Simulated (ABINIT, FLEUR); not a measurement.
An ABINIT input for a self-consistent single point of TePdSe (P3m1, 3 atoms in the cell) (DFT, PBEsol, plane waves, PAW (JTH v2.0 PBE PAW, files made for PBE)):

```
# TePdSe, JTH v2.0 PBE PAW
pp_dirpath "./"
pseudos "Te.GGA_PBE-JTH.xml, Pd.GGA_PBE-JTH.xml, Se.GGA_PBE-JTH.xml"
acell 7.2733505474 7.2733505474 9.3131599367
rprim
         1.0000000000    0.0000000435    0.0000000000
        -0.5000000376    0.8660253821    0.0000000000
         0.0000000000    0.0000000000    1.0000000000
natom 3
ntypat 3
znucl 52 46 34
typat 1 2 3
xcart
         0.0000000000    0.0000000000    3.6003783316
        -0.0000000966    2.2221584608    0.0439112599
         1.9244456300    1.1110793140    1.2840224085
      Angstrom
ecut 653 eV
pawecutdg 1306 eV
ixc -116133
occopt 7
tsmear 0.00367493
nband 21
kptopt 1
ngkpt 10 10 7
nshiftk 1
shiftk 0 0 0
nstep 50
tolvrs 1.0e-10
prtwf 0
prtden 0
prtvol 1
```

Task: Translate this input to FLEUR.

Result: This is the input that was run; spellings and numerical settings could be chosen otherwise.

Input of the input generator:

```
scf TePdSe
&input film=f /
1.0000000000 0.0000000435 0.0000000000
-0.5000000376 0.8660253821 0.0000000000
0.0000000000 0.0000000000 1.2804497564
7.2733505474
1.0 1.0 1.0

3
52 0.0000000000 0.0000000000 0.7305500000
46 0.3333333333 0.6666666667 0.0089100000
34 0.6666666667 0.3333333333 0.2605400000

&comp jspins=1 /
&exco xctyp='PBEs' /
&kpt div1=10 div2=10 div3=7 gamma=t /
&end /
```

```xml
<?xml version="1.0" encoding="UTF-8" standalone="no"?>
<fleurInput fleurInputVersion="0.39">
   <comment>
      scf TePdSe                                                                                          
   </comment>
   <calculationSetup>
      <cutoffs Kmax="4.2" Gmax="14.7" GmaxXC="14.7" numbands="0"/>
      <scfLoop itmax="80" minDistance="0.00001" maxIterBroyd="15" imix="Anderson" alpha="0.05" precondParam="0.0" spinf="2.0"/>
      <coreElectrons ctail="T" frcor="F" kcrel="0" coretail_lmax="0"/>
      <xcFunctional name="PBEs" relativisticCorrections="F"/>
      <magnetism jspins="1"/>
      <soc l_soc="F" theta="0.0" phi="0.0" spav="F"/>
      <expertModes spex="0" secvar="F"/>
      <geometryOptimization l_f="T" forcealpha="1.0" forcemix="BFGS" epsdisp="0.00001" epsforce="0.00001"/>
      <ldaU l_linMix="F" mixParam="0.05" spinf="1.0"/>
   </calculationSetup>
   <cell>
      <bzIntegration valenceElectrons="48.0" mode="gauss" fermiSmearingEnergy="0.00367493">
         <kPointListSelection listName="default-1"/>
         <!-- k-points included here -->
         <xi:include xmlns:xi="http://www.w3.org/2001/XInclude" href="kpts.xml"> </xi:include>
      </bzIntegration>
      <!-- symmetry operations included here -->
      <xi:include xmlns:xi="http://www.w3.org/2001/XInclude" href="sym.xml"> </xi:include>
      <bulkLattice scale="1.0">
         <bravaisMatrix>
            <row-1>    7.2733505473999998     0.0000003163907488     0.0000000000000000</row-1>
            <row-2>   -3.6366755471779806     6.2989061869593295     0.0000000000000000</row-2>
            <row-3>    0.0000000000000000     0.0000000000000000     9.3131599366301359</row-3>
         </bravaisMatrix>
      </bulkLattice>
   </cell>
   <atomSpecies>
      <species name="Tellurium (Te)" element="Te" atomicNumber="52">
         <mtSphere radius="2.41" gridPoints="833" logIncrement="0.016"/>
         <atomicCutoffs lmax="10" lnonsphr="8"/>
         <electronConfig flipSpins="F">
            <coreConfig>(1s1/2) (2s1/2) (2p1/2) (2p3/2) (3s1/2) (3p1/2) (3p3/2) (4s1/2) (3d3/2) (3d5/2) (4p1/2) (4p3/2)</coreConfig>
            <valenceConfig>(5s1/2) (4d3/2) (4d5/2) (5p1/2) (5p3/2)</valenceConfig>
            <stateOccupation state="(5p1/2)" spinUp="0.6666666666667" spinDown="0.6666666666667"/>
            <stateOccupation state="(5p3/2)" spinUp="1.3333333333333" spinDown="1.3333333333333"/>
         </electronConfig>
         <energyParameters s="5" p="5" d="5" f="4"/>
         <lo type="SCLO" l="2" n="4" eDeriv="0"/>
      </species>
      <species name="Palladium (Pd)" element="Pd" atomicNumber="46">
         <mtSphere radius="2.29" gridPoints="791" logIncrement="0.016"/>
         <atomicCutoffs lmax="8" lnonsphr="6"/>
         <electronConfig flipSpins="F">
            <coreConfig>(1s1/2) (2s1/2) (2p1/2) (2p3/2) (3s1/2) (3p1/2) (3p3/2) (4s1/2) (3d3/2) (3d5/2)</coreConfig>
            <valenceConfig>(4p1/2) (4p3/2) (5s1/2) (4d3/2) (4d5/2)</valenceConfig>
            <stateOccupation state="(5s1/2)" spinUp="0.5" spinDown="0.5"/>
            <stateOccupation state="(4d3/2)" spinUp="1.8" spinDown="1.8"/>
            <stateOccupation state="(4d5/2)" spinUp="2.7" spinDown="2.7"/>
         </electronConfig>
         <energyParameters s="5" p="5" d="4" f="4"/>
         <lo type="SCLO" l="1" n="4" eDeriv="0"/>
      </species>
      <species name="Selenium (Se)" element="Se" atomicNumber="34">
         <mtSphere radius="2.29" gridPoints="791" logIncrement="0.016"/>
         <atomicCutoffs lmax="8" lnonsphr="6"/>
         <electronConfig flipSpins="F">
            <coreConfig>(1s1/2) (2s1/2) (2p1/2) (2p3/2) (3s1/2) (3p1/2) (3p3/2)</coreConfig>
            <valenceConfig>(4s1/2) (3d3/2) (3d5/2) (4p1/2) (4p3/2)</valenceConfig>
            <stateOccupation state="(4p1/2)" spinUp="0.6666666666667" spinDown="0.6666666666667"/>
            <stateOccupation state="(4p3/2)" spinUp="1.3333333333333" spinDown="1.3333333333333"/>
         </electronConfig>
         <energyParameters s="4" p="4" d="3" f="4"/>
      </species>
   </atomSpecies>
   <atomGroups>
      <atomGroup species="Tellurium (Te)">
         <relPos label="                   1">.0000000000 .0000000000 -.2694500000</relPos>
         <force calculate="T" relaxXYZ="TTT"/>
      </atomGroup>
      <atomGroup species="Palladium (Pd)">
         <relPos label="                   2">1.000/3.000 -1.000/3.000 .0089100000</relPos>
         <force calculate="T" relaxXYZ="TTT"/>
      </atomGroup>
      <atomGroup species="Selenium (Se)">
         <relPos label="                   3">-1.000/3.000 1.000/3.000 .2605400000</relPos>
         <force calculate="T" relaxXYZ="TTT"/>
      </atomGroup>
   </atomGroups>
   <output dos="F" band="F" slice="F">
      <checks vchk="F" cdinf="F"/>
      <bandDOS minEnergy="-.5*Htr" maxEnergy="0.5*Htr" sigma="0.015" storeEVData="T"/>
      <vacuumDOS vacdos="F" integ="F" star="F" nstars="0" locx1="0.0" locy1="0.0" locx2="0.0" locy2="0.0" nstm="0" tworkf="0.0"/>
      <unfoldingBand unfoldBand="F" supercellX="1" supercellY="1" supercellZ="1"/>
      <plotting iplot="0" polar="F">
         <plot TwoD="T" vec1="  1.0  0.0  0.0" vec2="  0.0  1.0  0.0" vec3="  0.0  0.0  1.0" zero="  0.0  0.0  0.0" file="plot"/>
      </plotting>
      <chargeDensitySlicing numkpt="0" minEigenval="0.0" maxEigenval="0.0" nnne="0" pallst="F"/>
      <specialOutput eonly="F"/>
      <magneticCircularDichroism mcd="F" energyLo="-10.0" energyUp="0.0"/>
   </output>
  <!-- We include the file relax.xml here to enable relaxations (see documentation) -->
  <xi:include xmlns:xi="http://www.w3.org/2001/XInclude" href="relax.xml"> <xi:fallback/> </xi:include>
</fleurInput>
```

Basis, cutoffs, solver keys and any potentials are the target program's own. This input uses DFT, PBEsol, all-electron FLAPW (FLEUR), scalar-relativistic valence.

The starting cell comes from a database of computed structures (which also holds hypothetical and non-ambient phases and stackings), without a prior relaxation at this level. For this run, on top of that: lattice scaled by 0.98.
